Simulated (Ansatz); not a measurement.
An Ansatz (a quantum-chemistry and plane-wave program) input (PBE in Ansatz (plane waves to 420 eV, PAW, without spin-orbit coupling)):

Ansatz 0.2 input:
```yaml
crystal:
  lattice:
    - [5.535036221, 0, 0]
    - [0, 5.535036221, 0]
    - [0, 0, 3.2140408539]
  atoms:
    - { symbol: Ga, position: [0.320582322, 0.679417678, 0] }
    - { symbol: Ga, position: [0.679417678, 0.320582322, 0] }
    - { symbol: Ga, position: [0.820582322, 0.820582322, 0.5] }
    - { symbol: Ga, position: [0.179417678, 0.179417678, 0.5] }
    - { symbol: N, position: [0.3178086214, 0.3178086214, 0] }
    - { symbol: N, position: [0.6821913786, 0.6821913786, 0] }
    - { symbol: N, position: [0.1821913786, 0.8178086214, 0.5] }
    - { symbol: N, position: [0.8178086214, 0.1821913786, 0.5] }
basis: { ecutwfc: 420, ecutrho_ratio: 4, xc_grid: 2, fft_grid_basis: typed }
kpoints: { mp_grid: { grid: [9, 9, 14] } }
hamiltonian:
  xc: pbe
  dispersion: none
  pseudopotentials: { kind: paw }
total_charge: 0.492337
scf: { occupations: { method: fermi_dirac, width: 0.0259 }, convergence: { dr2_threshold: 0.0000000008 } }
relax: { f_tol: 0.005, max_steps: 30 }
output: { forces: true, stress: true }
checkpoint: { write: state.ck, write_every: 1000 }
```

### Question
Which symmetry and how many k-points will the program report, and about how many plane waves at Γ?

### Answer
Space group P42/mnm (ITA 136) with 16 operations, k-points 120 of 1134, and 1951 plane waves at Γ.

Carriers are added with a uniform compensating background; total energy and stress of such cells depend on the potential's zero and are not compared; many-body gap narrowing is missing at this level. No phonon test of stability was made. The cell was made from GaN (space group P4_2/mnm, No. 136; a hypothetical phase, not in the database extracts checked) by this change: holes 5.0×10^21 cm⁻³.
